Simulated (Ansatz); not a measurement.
Functionals compared on Cl on the 1x1 (111) surface of fcc Au (the real clean face reconstructs), one in a 2x2 cell, started at the site 'hollow Au-Au-Au over Au at depth 2.4 Å', in Ansatz (plane waves, PAW). The structure was relaxed with PBE; the other rows are single points on it, each with its references at the same level. Cutoff 420 eV (500 eV for r2SCAN).

Set-up: 17 atoms, 7.2 Å thick at the start under the adsorbate (thin: gaps and levels are the slab's own); mesh 6x6x1; 0.1 eV smearing; dipole correction on; 8 atoms held, the rest relaxed; start symmetry kept, larger cells not searched; no spin, no spin-orbit, no U, no dispersion correction. At the end it is bonded to 3 Au. In PBE it is, or lies within 0.03 eV of, the lowest of the starts that converged. These notes are the PBE run's. Adsorption energies are against ½ Cl2(g). A negative adsorption energy means that the adsorbate is more stable on the surface than in its reference.

```json
[
 {"functional": "PBE", "adsorption energy (eV)": "-0.88", "work function of the top face (eV)": "5.95", "change of the work function (eV)": "0.83", "rough cost of the single point": "–"},
 {"functional": "RPBE", "adsorption energy (eV)": "-0.66", "work function of the top face (eV)": "5.84", "change of the work function (eV)": "0.90", "rough cost of the single point": "very roughly 50 core-seconds"},
 {"functional": "r2SCAN", "adsorption energy (eV)": "___", "work function of the top face (eV)": "___", "change of the work function (eV)": "___", "rough cost of the single point": "around 110 core-seconds (rough)"}
]
```

Q: Fill in the missing entries.

A: 
- r2SCAN, adsorption energy (eV): -1.16
- r2SCAN, work function of the top face (eV): 6.09
- r2SCAN, change of the work function (eV): 0.95

Ansatz is a program for electronic structure.
